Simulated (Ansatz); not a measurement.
**Converging the plane-wave cutoff: Na3BrO (P4mm, 5 atoms in the cell)**

```
CELL_PARAMETERS angstrom
      4.51046     0.00000     0.00000
      0.00000     4.51046     0.00000
      0.00000     0.00000     4.51046
ATOMIC_POSITIONS crystal
  Na 0.01108 0.50000 0.50000
  Na 0.50000 0.00000 0.50000
  Na 0.50000 0.50000 0.00000
  Br 0.00000 0.00000 0.00000
  O  0.50000 0.50000 0.50000
```

Computed with PBEsol, default PAW files made with PBE (plane waves; Ansatz, a quantum-chemistry and plane-wave program).

Base settings: basis.ecutwfc = 420 eV; kpoints.mp_grid.grid = 5 5 5; hamiltonian.xc = pbesol; hamiltonian.pseudopotentials = {kind: paw} (the program's default PAW files); scf.occupations.method = fermi_dirac; scf.occupations.width = 0.02 eV.

The second cell is the first with its lattice scaled by 0.98.

The mesh stays at the base's, so the ladder's end is converged at best in this setting alone.

The first pressure column holds Ansatz's estimate of the finite-basis (Pulay) stress, which hides part of the cutoff error; the other is without it.

Only quantities that move along the ladder and can be compared are tabulated.

The count of work is k-points × plane waves × bands × iterations; it is no time. 

The starting cell comes from a database of computed structures (which also holds hypothetical and non-ambient phases and stackings), without a prior relaxation at this level. Its lattice was rescaled by up to half a per cent. One atom was moved a little off its site on purpose.

| basis.ecutwfc | free energy less the last step's (meV/atom) | energy of the compressed cell less the first (meV/atom) | pressure (GPa) | pressure without the Pulay estimate (GPa) | largest difference of a force vector from the last step's (eV/Å) | count of work / last |
|---|---|---|---|---|---|---|
| 145 eV | 17783.14 | -33.69 | 3.99 | -478.61 | 0.614 | 0.091 |
| 170 eV | 8061.13 | -33.71 | -1.82 | -251.02 | 0.211 | 0.092 |
| 190 eV | 4308.00 | 13.38 | 0.90 | -149.10 | 0.043 | 0.12 |
| 210 eV | 2278.79 | 48.62 | -0.49 | -87.40 | 0.059 | 0.12 |
| 230 eV | 1234.22 | 11.77 | -0.38 | -51.91 | 0.013 | 0.15 |
| 250 eV | 663.49 | -3.64 | 0.38 | -30.35 | 0.050 | 0.14 |
| 295 eV | 147.85 | 13.88 | 0.94 | -7.83 | 0.008 | 0.18 |
| 335 eV | 36.30 | 13.95 | 0.80 | -1.72 | 0.003 | 0.23 |
| 380 eV | 7.42 | 13.46 | 0.79 | 0.21 | 0.000 | 0.23 |
| 420 eV | 1.93 | 13.62 | 0.80 | 0.65 | 0.000 | 0.27 |
| 460 eV | 0.67 | 13.64 | 0.80 | 0.76 | 0.000 | 0.32 |
| 505 eV | 0.37 | 13.64 | 0.80 | 0.79 | 0.000 | 0.36 |
| 565 eV | 0.29 | 13.64 | 0.80 | 0.80 | 0.000 | 0.42 |
| 630 eV | 0.23 | 13.64 | 0.80 | 0.80 | 0.000 | 0.49 |
| 735 eV | 0.17 | 13.64 | 0.80 | 0.80 | 0.000 | 0.62 |
| 840 eV | 0.10 | 13.64 | 0.80 | 0.80 | 0.000 | 0.76 |
| 1010 eV | 0.00 | 13.63 | 0.80 | 0.80 | 0.000 | 1.0 |

Coarsest basis.ecutwfc that holds the pressure within 0.05 GPa of the last step, with all finer ones: 335 eV, at 0.23 of the last step's count of work; the step before is off by 0.14 GPa.

Coarsest basis.ecutwfc that holds the forces within 0.02 eV/Å of the last step, with all finer ones: 295 eV, at 0.18 of the last step's count of work; the step before is off by 0.050 eV/Å.

Coarsest basis.ecutwfc that holds the free energy within 1 meV/atom of the last step, with all finer ones: 460 eV, at 0.32 of the last step's count of work; the step before is off by 1.9 meV/atom.

The energy difference between the two cells stays within 1 meV/atom of the last step's from 295 eV on, the total only from 460 eV on: much of the error is common to both cells and cancels.

Two neighbours can agree and both be off: 145 eV and 170 eV differ by 0.02 meV/atom in the energy of the compressed cell less the first, yet lie about 47 meV/atom from the last step.

At the lowest cutoff the pressure without the Pulay estimate lies 479 GPa under the last step's, the usual sign of Pulay stress in an incomplete plane-wave basis.

Keys are those of Ansatz 0.2.
